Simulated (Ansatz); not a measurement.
## Ag under a change: tensor shear ε_xy = +2.00 %

Take Ag in the fcc (Cu type) structure (space group Fm-3m, No. 225; a = 4.001 Å; relaxed with 0.1 eV smearing) as the base. Axes: x, y, z lie along the cube axes.

Modification: tensor shear ε_xy = +2.00 % (engineering shear γ = 0.0400), atoms relaxed at fixed cell.

Level of theory: LDA/PAW in Ansatz (a program for electronic structure), no spin-orbit coupling. Settings: 28×28×28 k-points, 0.1 eV Fermi–Dirac smearing.

| quantity | base | changed | shift |
|---|---|---|---|
| volume per atom | 16.01 Å³ | 16.00 Å³ | -0.01 Å³ |
| energy relative to the base (free energy F) | 0 meV/atom | +4.9 meV/atom | +4.9 meV/atom |
| pressure (mean of the normal stresses, compression positive) | 0.0 GPa | 0.3 GPa | +0.3 GPa |
| band gap | zero | zero | – |
| stress (xx, yy, zz, yz, xz, xy; compression positive) | – | (0.4, 0.4, -0.1, 0.0, 0.0, -2.4) GPa | – |

The cells carry an imposed strain or load. Whether these cells are dynamically stable was not tested.
